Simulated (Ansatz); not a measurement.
The structure below was relaxed with Ansatz (a quantum-chemistry and plane-wave program), r2SCAN, PAW, cutoff 500 eV, without spin-orbit coupling.

Space group Fm-3m (No. 225); a = 4.4285 Å, b = 4.4285 Å, c = 4.4285 Å, α = 90.00°, β = 90.00°, γ = 90.00°

```json
[
 {"atom": "Cd", "site": "4a", "symmetry": "m-3m", "x": "0.0000", "y": "0.0000", "z": "0.0000"}
]
```

Question: Write out a cell with all atoms.

Answer: 
```xyz
4
Lattice="4.4285 0.0000 0.0000 0.0000 4.4285 0.0000 0.0000 0.0000 4.4285" Properties=species:S:1:pos:R:3 pbc="T T T"
Cd     0.0000     0.0000     0.0000
Cd     0.0000     2.2142     2.2142
Cd     2.2142     0.0000     2.2142
Cd     2.2142     2.2142     0.0000
```
This is the conventional cell.

Stability against distortions was not tested. The cell was made from Ag by this change: Ag → Cd; the result is a model cell, its experimental status unchecked. This is not the structure that Cd has at room temperature and ambient pressure.
